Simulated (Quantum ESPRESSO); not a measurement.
Checking a run of Quantum ESPRESSO on Mg2B2AsIr5 (P4/mbm, 20 atoms in the cell). The aim is a self-consistent single point with DFT, PBEsol, plane waves, GBRV 1.5 ultrasoft (PBESOL) pseudopotentials.

This input was run:

```fortran
&CONTROL
  calculation = 'scf'
  outdir = './work'
  pseudo_dir = './'
  tprnfor = .true.
  tstress = .true.
/
&SYSTEM
  ibrav = 6
  celldm(1) = 17.93038287
  celldm(3) = 0.3150273757
  nat = 20
  ntyp = 4
  ecutwfc = 40
  ecutrho = 320
  occupations = 'smearing'
  smearing = 'fd'
  degauss = 0.0073499
/
&ELECTRONS
  conv_thr = 1.0d-10
/
ATOMIC_SPECIES
Mg    24.3050  mg_pbesol_v1.4.uspp.F.UPF
B     10.8100  b_pbesol_v1.4.uspp.F.UPF
As    74.9216  as_pbesol_v1.uspp.F.UPF
Ir   192.2170  ir_pbesol_v1.2.uspp.F.UPF
ATOMIC_POSITIONS {angstrom}
Mg    7.82475759    3.08058260    0.00000000
Mg    1.66359241    6.40776741    0.00000000
Mg    6.40776741    7.82475759    0.00000000
Mg    3.08058260    1.66359241    0.00000000
B     5.92348202    1.17930702    0.00000000
B     3.56486798    8.30904298    0.00000000
B     8.30904298    5.92348202    0.00000000
B     1.17930702    3.56486798    0.00000000
As    4.74417500    4.74417500    0.00000000
As    0.00000000    0.00000000    0.00000000
Ir    4.74417500    0.00000000    1.49454500
Ir    0.00000000    4.74417500    1.49454500
Ir    6.79565115    5.43302921    1.49454500
Ir    2.69269885    4.05532079    1.49454500
Ir    4.05532079    6.79565115    1.49454500
Ir    5.43302921    2.69269885    1.49454500
Ir    2.05147615    8.79949579    1.49454500
Ir    7.43687385    0.68885421    1.49454500
Ir    8.79949579    7.43687385    1.49454500
Ir    0.68885421    2.05147615    1.49454500
K_POINTS {automatic}
1 1 1  0 0 0
```

Log, with long lists cut:

```
     G-vector sticks info
     --------------------
     sticks:   dense  smooth     PW     G-vecs:    dense   smooth      PW
     Sum        8197    4093   1033               175437    62155    7779

     bravais-lattice index     =            6
     lattice parameter (alat)  =      17.9304  a.u.
   [... lines left out ...]
        13        Ir     tau(  13) = (   0.7162100   0.5726000   0.1575137  )
        14        Ir     tau(  14) = (   0.2837900   0.4274000   0.1575137  )
        15        Ir     tau(  15) = (   0.4274000   0.7162100   0.1575137  )
        16        Ir     tau(  16) = (   0.5726000   0.2837900   0.1575137  )
        17        Ir     tau(  17) = (   0.2162100   0.9274000   0.1575137  )
        18        Ir     tau(  18) = (   0.7837900   0.0726000   0.1575137  )
        19        Ir     tau(  19) = (   0.9274000   0.7837900   0.1575137  )
        20        Ir     tau(  20) = (   0.0726000   0.2162100   0.1575137  )

     number of k points=     1  Fermi-Dirac smearing, width (Ry)=  0.0073
                       cart. coord. in units 2pi/alat
        k(    1) = (   0.0000000   0.0000000   0.0000000), wk =   2.0000000

     Dense  grid:   175437 G-vectors     FFT dimensions: ( 108, 108,  36)

     Smooth grid:    62155 G-vectors     FFT dimensions: (  80,  80,  24)

     Initial potential from superposition of free atoms

     starting charge     205.7972, renormalised to     212.0000

     negative rho (up, down):  3.692E+00 0.000E+00
     Self-consistent Calculation

     iteration #  1     ecut=    40.00 Ry     beta= 0.70

     negative rho (up, down):  3.027E+00 0.000E+00

     total energy              =   -2416.20029750 Ry
     estimated scf accuracy    <      14.76729582 Ry

     iteration #  2     ecut=    40.00 Ry     beta= 0.70

     negative rho (up, down):  3.182E+00 0.000E+00

     total energy              =   -2413.95879482 Ry
     estimated scf accuracy    <      47.18988347 Ry

     iteration #  3     ecut=    40.00 Ry     beta= 0.70

     negative rho (up, down):  3.242E+00 0.000E+00

     total energy              =   -2421.96764282 Ry
     estimated scf accuracy    <      22.12328938 Ry

   [... 10 blocks of this kind left out ...]

     iteration # 14     ecut=    40.00 Ry     beta= 0.70

     negative rho (up, down):  3.238E+00 0.000E+00

     total energy              =   -2423.76406907 Ry
     estimated scf accuracy    <          1.1E-09 Ry

     iteration # 15     ecut=    40.00 Ry     beta= 0.70

     negative rho (up, down):  3.238E+00 0.000E+00
     End of self-consistent calculation

     the Fermi energy is    17.4148 ev

!    total energy              =   -2423.76406907 Ry
     estimated scf accuracy    <          9.8E-11 Ry
     smearing contrib. (-TS)   =      -0.01806768 Ry
     internal energy E=F+TS    =   -2423.74600139 Ry

     convergence has been achieved in  15 iterations

     negative rho (up, down):  3.238E+00 0.000E+00

     Forces acting on atoms (cartesian axes, Ry/au):

     atom    1 type  1   force =     0.00679746    0.00679746    0.00000000
     atom    2 type  1   force =    -0.00679746   -0.00679746    0.00000000
     atom    3 type  1   force =    -0.00679746    0.00679746   -0.00000000
     atom    4 type  1   force =     0.00679746   -0.00679746   -0.00000000
   [... lines left out ...]
     Total force =     0.112790     Total SCF correction =     0.000064
   [... lines left out ...]

     negative rho (up, down):  3.238E+00 0.000E+00
          total   stress  (Ry/bohr**3)                   (kbar)     P=      -93.34
  -0.00126884   0.00000000   0.00000000         -186.65        0.00        0.00
   0.00000000  -0.00126884   0.00000000            0.00     -186.65        0.00
   0.00000000   0.00000000   0.00063422            0.00        0.00       93.30

   JOB DONE.
```

Is this run sound? If not, what is wrong?

The run is not sound. The fault is a single k-point for a small metallic cell. One k-point cannot sample the Fermi surface of a small cell. To fix it, use a converged k-point mesh. The run converged in 15 iterations without an error; against the sound input the free energy goes down by 465 meV/atom, the pressure goes from -8.35 to -9.33 GPa and the largest force goes from 0.131 to 1.009 eV/Å.

The sound input it was made from differs as follows (other fixes are possible):
```diff
-1 1 1  0 0 0
+2 2 7  0 0 0
```

With that input, the run converged in 13 iterations: free energy E − TS -32967.6806 eV; Fermi level (on the code's own zero) 17.16 eV; pressure -8.35 GPa; largest force (vector length) 0.131 eV/Å (DFT, PBEsol, plane waves, GBRV 1.5 ultrasoft (PBESOL) pseudopotentials).

On the sound input: the starting cell comes from a database of computed structures (which also holds hypothetical and non-ambient phases and stackings), without a prior relaxation at this level. Spin polarisation is off. With a pressure of about -8 GPa the cell is away from its equilibrium volume at this level. Without a gap this mesh is coarse (it stands for a supercell whose shortest vector is 19 Å).
